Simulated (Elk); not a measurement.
**A self-consistent single point of KI (Fm-3m, 2 atoms in the cell) with Elk**

Computed with PBE, all-electron FP-LAPW, Elk's shipped species files, default APW+lo basis (Elk).

The input file:

```
tasks
  0

xctype
  20

swidth
  0.00183747

maxscl
  100

scale
  1.889726125

avec
    0.0000000000    3.5566050000    3.5566050000
    3.5566050000    0.0000000000    3.5566050000
    3.5566050000    3.5566050000    0.0000000000

sppath
  './'

atoms
  2
  'K.in'
  1
  0.0000000000  0.0000000000  0.0000000000    0.0 0.0 0.0
  'I.in'
  1
  0.5000000000  0.5000000000  0.5000000000    0.0 0.0 0.0

ngridk
  7 7 7
```

Output (repeated stretches shortened):

```
│ Elk code version 10.2.4 │

All units are atomic (Hartree, Bohr, etc.)

│ Ground-state run starting from atomic densities │

Lattice vectors :
   0.000000000       6.721009385       6.721009385
   6.721009385       0.000000000       6.721009385
   6.721009385       6.721009385       0.000000000

Unit cell volume      :    607.2024303
Brillouin zone volume :   0.4085132092

Muffin-tin inner radius fraction :   0.1000000000E-01

Nuclei treated as point charges

Species :    1 (K)
 parameters loaded from : K.in
 name : potassium
 nuclear charge    :   -19.00000000
 electronic charge :    19.00000000
 atomic mass :    71271.84084
 muffin-tin radius :    2.400000000
 number of radial points in muffin-tin :    497
 atomic positions (lattice), magnetic fields (Cartesian) :
   1 :   0.00000000  0.00000000  0.00000000    0.00000000  0.00000000  0.00000000

Species :    2 (I)
 parameters loaded from : I.in
 name : iodine
 nuclear charge    :   -53.00000000
 electronic charge :    53.00000000
 atomic mass :    231332.6970
 muffin-tin radius :    2.600000000
 number of radial points in muffin-tin :    597
 atomic positions (lattice), magnetic fields (Cartesian) :
   1 :   0.50000000  0.50000000  0.50000000    0.00000000  0.00000000  0.00000000

Total number of atoms per unit cell :    2

Spin treatment :
 spin-unpolarised

Number of Bravais lattice symmetries :   48
Number of crystal symmetries         :   48
Crystal has inversion symmetry
Real symmetric eigensolver will be used

k-point grid :      7     7     7
k-point offset :    0.000000000       0.000000000       0.000000000
k-point set is reduced with full crystal symmetry group
Total number of k-points :       20

Muffin-tin radius times maximum |G+k| :    7.000000000
 using average radius
Maximum |G+k| for APW functions       :    2.800000000
Maximum (1/2)|G+k|²                   :    3.920000000
Maximum |G| for potential and density :    12.00000000
 potential will be trimmed for |G| > 2 gkmax
Constant for pseudocharge density :    8
Radial integration step length :    4

G-vector grid sizes :     40    40    40
Number of G-vectors :    17837

Maximum angular momentum used for
 APW functions                      :    8
 outer part of muffin-tin           :    6
 inner part of muffin-tin           :    1

Total nuclear charge    :   -72.00000000
Total core charge       :    46.00000000
Total valence charge    :    26.00000000
Total excess charge     :    0.000000000
Total electronic charge :    72.00000000

Effective Wigner radius, rₛ :    1.262711488

Number of empty states         :    8
Total number of valence states :   21
Total number of core states    :   46

Total number of local-orbitals :   23

Exchange-correlation functional :     20     0     0
 Perdew-Burke-Ernzerhof, Phys. Rev. Lett. 77, 3865 (1996)
 gradient requirement :    1
 generalised gradient approximation (GGA)

Smearing type :    3
 Fermi-Dirac
Smearing width :   0.1837470000E-02
Effective electronic temperature (K) :    580.2271348

Mixing type :    3
 Broyden mixing, J. Phys. A: Math. Gen. 17, L317 (1984)

Kohn-Sham potential initialised from atomic data

│ Self-consistent loop started │
│ Loop number : 1 │
 total energy                :     -7727.73738393
│ Loop number : 2 │
 total energy                :     -7727.68191219
RMS change in Kohn-Sham potential (target) :   0.2734408721     (  0.1000000000E-05)
Absolute change in total energy (target)   :   0.5547173471E-01 (  0.1000000000E-03)
│ Loop number : 3 │
 total energy                :     -7725.06348994
RMS change in Kohn-Sham potential (target) :   0.1552543804     (  0.1000000000E-05)
Absolute change in total energy (target)   :    2.632290185     (  0.1000000000E-03)
│ Loop number : 4 │
 total energy                :     -7722.94293959
RMS change in Kohn-Sham potential (target) :   0.6265015144E-01 (  0.1000000000E-05)
Absolute change in total energy (target)   :    2.778622896     (  0.1000000000E-03)
│ Loop number : 5 │
 total energy                :     -7721.92048403
RMS change in Kohn-Sham potential (target) :   0.1942668413E-01 (  0.1000000000E-05)
Absolute change in total energy (target)   :    1.717111284     (  0.1000000000E-03)
│ Loop number : 6 │
 total energy                :     -7721.56163215
RMS change in Kohn-Sham potential (target) :   0.4778187776E-02 (  0.1000000000E-05)
Absolute change in total energy (target)   :   0.7881297049     (  0.1000000000E-03)
│ Loop number : 7 │
 total energy                :     -7721.44366025
RMS change in Kohn-Sham potential (target) :   0.4916384206E-03 (  0.1000000000E-05)
Absolute change in total energy (target)   :   0.3150043222     (  0.1000000000E-03)
│ Loop number : 8 │
 total energy                :     -7721.43849504
RMS change in Kohn-Sham potential (target) :   0.1634167272E-03 (  0.1000000000E-05)
Absolute change in total energy (target)   :   0.8391628964E-01 (  0.1000000000E-03)
│ Loop number : 9 │
 total energy                :     -7721.43617342
RMS change in Kohn-Sham potential (target) :   0.2087597275E-04 (  0.1000000000E-05)
Absolute change in total energy (target)   :   0.2330070043E-01 (  0.1000000000E-03)
│ Loop number : 10 │
 total energy                :     -7721.43582301
RMS change in Kohn-Sham potential (target) :   0.1019684973E-04 (  0.1000000000E-05)
Absolute change in total energy (target)   :   0.6175582155E-02 (  0.1000000000E-03)
│ Loop number : 11 │
 total energy                :     -7721.43546818
RMS change in Kohn-Sham potential (target) :   0.9183040323E-06 (  0.1000000000E-05)
Absolute change in total energy (target)   :   0.1898725822E-02 (  0.1000000000E-03)
│ Loop number : 12 │
 total energy                :     -7721.43546367
RMS change in Kohn-Sham potential (target) :   0.3921697039E-06 (  0.1000000000E-05)
Absolute change in total energy (target)   :   0.4791904830E-03 (  0.1000000000E-03)
│ Loop number : 13 │
 total energy                :     -7721.43546580
RMS change in Kohn-Sham potential (target) :   0.1641813112E-06 (  0.1000000000E-05)
Absolute change in total energy (target)   :   0.1176682272E-03 (  0.1000000000E-03)
│ Loop number : 14 │
 total energy                :     -7721.43546627
RMS change in Kohn-Sham potential (target) :   0.3088895551E-07 (  0.1000000000E-05)
Absolute change in total energy (target)   :   0.2894988211E-04 (  0.1000000000E-03)
Convergence targets achieved

│ Loop number : 15 │

Energies :
 Fermi                       :     0.375764085192E-01
 sum of eigenvalues          :     -4690.83431531
 electron kinetic            :      8151.39035919
 core electron kinetic       :      7926.80695657
 Coulomb                     :     -15657.5511871
 Coulomb potential           :     -12561.7400260
 nuclear-nuclear             :     -558.897205049
 electron-nuclear            :     -17635.5679381
 Hartree                     :      2536.91395607
 Madelung                    :     -9376.68117411
 xc potential                :     -280.484648519
 exchange                    :     -211.696110939
 correlation                 :     -3.57852746965
 electron entropic           :    -0.425234568386E-11
 total energy                :     -7721.43546631

Density of states at Fermi energy :   0.5442607460E-07
 (states/Hartree/unit cell)

Estimated indirect band gap :   0.1452286046
 from k-point      1 to k-point      1
Estimated direct band gap   :   0.1452286046
 at k-point      1

Charges :
 core                        :    46.00000000
 valence                     :    26.00000000
 interstitial                :    3.433442850
 muffin-tins (core leakage)
  species :    1 (K)
   atom    1                 :    17.58595191     (  0.1135545737E-06)
  species :    2 (I)
   atom    1                 :    50.98060524     (  0.2013237874E-03)
 total in muffin-tins        :    68.56655715
 total calculated charge     :    72.00151590
 total charge                :    72.00000000
 error                       :   0.1515897317E-02

│ Self-consistent loop stopped │
```

The run converged in 15 iterations. The count includes the last loop, which Elk runs after its targets are met.

The starting cell comes from a database of computed structures (which also holds hypothetical and non-ambient phases and stackings), without a prior relaxation at this level. Its lattice was rescaled by a random factor within 2.5 % of one. Spin-orbit coupling is off. Values depend on the basis (sphere radii, cutoffs, local orbitals), which need not be converged.
